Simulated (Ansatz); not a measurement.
Defect: V-vacancy pair (V on one host W site, one W site vacant) in bcc W, neutral cell. Calculation: PBE, PAW (plane waves to 420 eV; Ansatz, a first-principles code).

Cell of 36 host sites held at the relaxed PBE lattice; a 2×2×3 k-point mesh shifted by half a step; Fermi-Dirac width 0.10 eV, spin-restricted; finite-size errors left in. Static, classical nuclei. Spin-orbit coupling is left out. Forms of the defect that were not tried may lie lower.

Barriers: single points on a 3×3×5 k-point mesh shifted by half a step at the bands' geometries.

The step: V and the vacancy change places (V-vacancy distance between ideal sites 2.76 Å throughout). Atoms about the jump, Cartesian Å from the middle of the jump, before and after:

| atom | x0 | y0 | z0 | x1 | y1 | z1 |
|---|---|---|---|---|---|---|
| V1 | -0.79 | -0.79 | -0.78 | 0.79 | 0.79 | 0.78 |
| W2 | 2.36 | -0.78 | -0.77 | 2.36 | -0.79 | -0.79 |
| W3 | -0.78 | 2.36 | -0.77 | -0.79 | 2.37 | -0.79 |
| W4 | -0.78 | -0.78 | 2.37 | -0.79 | -0.79 | 2.38 |
| W5 | -2.37 | 0.79 | 0.79 | -2.36 | 0.78 | 0.77 |
| W6 | 0.79 | -2.36 | 0.79 | 0.78 | -2.36 | 0.77 |
| W7 | 0.79 | 0.79 | -2.38 | 0.78 | 0.78 | -2.37 |
| W8 | 2.37 | 2.37 | -0.77 | 2.37 | 2.38 | -0.79 |
| W9 | -0.78 | 2.37 | 2.36 | -0.78 | 2.36 | 2.38 |
| W10 | 2.37 | -0.78 | 2.36 | 2.36 | -0.78 | 2.37 |
| W11 | -2.38 | -2.37 | 0.79 | -2.37 | -2.37 | 0.77 |
| W12 | 0.78 | -2.36 | -2.37 | 0.78 | -2.37 | -2.36 |
| W13 | -2.36 | 0.78 | -2.38 | -2.37 | 0.78 | -2.36 |

**Question.** Give the saddle-point geometry and the barrier.

**Answer.** 
```
atom      x      y      z
----  -----  -----  -----
V1     0.09   0.09   0.09
W2     2.41  -0.82  -0.83
W3    -0.82   2.41  -0.83
W4    -0.82  -0.82   2.43
W5    -2.40   0.81   0.80
W6     0.81  -2.40   0.80
W7     0.80   0.81  -2.44
W8     2.35   2.35  -0.80
W9    -0.80   2.36   2.34
W10    2.36  -0.79   2.34
W11   -2.35  -2.35   0.76
W12    0.78  -2.36  -2.35
W13   -2.36   0.78  -2.36
```
It lies 1.27 eV above the start and 1.27 eV above the end. The saddle point's order was not checked, and it lies on a symmetry element of the cell, where a band can be held.
